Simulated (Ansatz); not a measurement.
Input and output of a self-consistent single point for CsLiBr₂ (P4/nmm, 8 atoms in the cell) (Ansatz, a quantum-chemistry and plane-wave program).

Method of the run: LDA (PW92), PAW files made with PBE (plane waves; Ansatz).

The change in words: lattice scaled by 0.98. Reference geometry:
```
CELL_PARAMETERS angstrom
      5.18124     0.00000     0.00000
      0.00000     5.18124     0.00000
      0.00000     0.00000     9.93006
ATOMIC_POSITIONS crystal
  Cs 0.00000 0.50000 0.30003
  Cs 0.50000 0.00000 0.69997
  Li 0.50000 0.00000 0.08248
  Li 0.00000 0.50000 0.91752
  Br 0.00000 0.50000 0.66592
  Br 0.50000 0.00000 0.33408
  Br 0.00000 0.00000 0.00000
  Br 0.50000 0.50000 0.00000
```

Reference input (self-consistent single point, DFT, LDA (PW92), plane waves, PAW files made with PBE): kpoints.mp_grid.grid = 3 3 2; hamiltonian.xc = lda; hamiltonian.pseudopotentials = {kind: paw} (the program's default PAW files); scf.occupations.method = fixed. This run's input differs from it in these lines:

```diff
@@ -2,5 +2,5 @@
   lattice:
-    - [5.181240, 0.000000, 0.000000]
-    - [0.000000, 5.181240, 0.000000]
-    - [0.000000, 0.000000, 9.930060]
+    - [5.077615, 0.000000, 0.000000]
+    - [0.000000, 5.077615, 0.000000]
+    - [0.000000, 0.000000, 9.731459]
   atoms:
```

Output (repeated stretches shortened):

```
SCF iter   1: F=—  HF=-22203.987657 eV  |F-HF|=—  |Δ(HF+E_count)|=         —  Δρ=2.57e-2  dr2=3.77e0  ethr=3.10e-3  ⟨swp⟩=5.2  Hψ=761  notcnv=0  defer=27
all-band conjugate gradients solve this SCF's bands
preconditioner: auto → Resta (q_TF=auto, 2.099 Å⁻¹)
SCF iter   2: F=—  HF=-22202.692963 eV  |F-HF|=—  |Δ(HF+E_count)|=    1.29e0  Δρ=1.07e-2  dr2=7.54e-1  ethr=3.10e-3  ⟨swp⟩=3.0  Hψ=465  notcnv=0  defer=31
   [... lines left out ...]
SCF iter   5: F=—  HF=-22202.338005 eV  |F-HF|=—  |Δ(HF+E_count)|=   8.15e-5  Δρ=1.20e-4  dr2=5.42e-5  ethr=2.79e-6  ⟨swp⟩=2.3  Hψ=311  notcnv=0  defer=36
SCF iter   6: F=—  HF=-22202.338113 eV  |F-HF|=—  |Δ(HF+E_count)|=   1.08e-4  Δρ=2.74e-5  dr2=3.56e-6  ethr=1.04e-7  ⟨swp⟩=2.7  Hψ=352  notcnv=0  defer=35
SCF iter   7: F=—  HF=-22202.338114 eV  |F-HF|=—  |Δ(HF+E_count)|=   1.01e-6  Δρ=8.70e-6  dr2=3.34e-7  ethr=6.84e-9  ⟨swp⟩=2.2  Hψ=309  notcnv=0  defer=35
SCF iter   8: F=-22202.338114 eV  HF=-22202.338114 eV  |F-HF|=6.43e-9  |Δ(HF+E_count)|=   1.06e-7  Δρ=1.19e-6  dr2=7.59e-9  ethr=1.92e-10  ⟨swp⟩=13.8  Hψ=1350  notcnv=0
SCF 1 converged in 8 iterations: F = -22202.338114 eV  dr2 = 7.59e-9
Free energy (F): -22202.338114 eV
Internal energy: -22202.338114 eV  (E = F + TS)
E sigma→0 (E₀):  -22202.338114 eV
Fermi energy:    2.201610 eV
--- Forces (eV/Å), atoms counted from 1 ---
  atom   1  Cs     0.00000000     0.00000000    -0.01408866
  atom   2  Cs     0.00000000     0.00000000     0.01408866
  atom   3  Li     0.00000000     0.00000000    -0.00265125
  atom   4  Li     0.00000000     0.00000000     0.00265125
  atom   5  Br     0.00000000     0.00000000    -0.02811048
  atom   6  Br     0.00000000     0.00000000     0.02811048
  atom   7  Br     0.00000000     0.00000000    -0.00000000
  atom   8  Br     0.00000000     0.00000000     0.00000000
--- Stress (GPa, compression-positive) ---
       -0.930066       0.000000       0.000000
        0.000000      -0.930066       0.000000
        0.000000       0.000000      -0.840697
  P = ⅓ Tr σ = -0.9003 GPa (-9.003 kbar)
  The stress holds the Pulay correction. Without it, at fixed plane waves, as pw.x and ABINIT print it: P = -0.9109 GPa
```

The run converged in 8 iterations. Against the reference run the free energy goes down by 16.9 meV/atom, the pressure goes from -1.81 to -0.90 GPa, the largest force goes from 0.072 to 0.028 eV/Å and the gap on the mesh goes from 4.013 to 4.147 eV.

The starting cell comes from a database of computed structures (which also holds hypothetical and non-ambient phases and stackings), without a prior relaxation at this level. For this run, on top of that: lattice scaled by 0.98. Ansatz's pressure includes its estimate of the finite-basis (Pulay) stress.

Keys are those of Ansatz 0.2.
